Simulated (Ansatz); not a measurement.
Base system: MoS₂ in the 3R-MoS2 type structure (space group R3m, No. 160; a = 3.175 Å, c = 18.586 Å (hexagonal axes); layered, stacked along the Cartesian z axis).

One thing is altered: an isotropic linear strain of −0.45 %; the atoms relax in the strained cell.

All numbers come from r2SCAN+rVV10 in Ansatz (plane waves to 500 eV, PAW, no SOC), earlier PAW set.

Base, band edges from the VBM (valence, conduction): Γ -1.17, 2.16; F -1.33, 1.63; S₂ -0.77, 1.03; S₀ -0.77, 1.03; L -1.50, 1.68; H₀ -0.79, 1.06; H₂ -0.79, 1.06; T 0.00, 2.26 eV.

Problem. Give the band edges at the high-symmetry points of the new zone, measured from its valence-band maximum.

Solution. 
| point | valence edge (eV) | conduction edge (eV) |
|---|---|---|
| Γ | -1.23 | 2.20 |
| T | 0.00 | 2.30 |
| H₂ | -0.77 | 1.13 |
| H₀ | -0.77 | 1.13 |
| L | -1.51 | 1.74 |
| S₀ | -0.76 | 1.10 |
| S₂ | -0.76 | 1.10 |
| F | -1.33 | 1.70 |

The gap is 1.01 eV, indirect, T → Γ–S₀ (56 % along).

Stability against distortions was not tested.

Ansatz is a quantum-chemistry and plane-wave program.
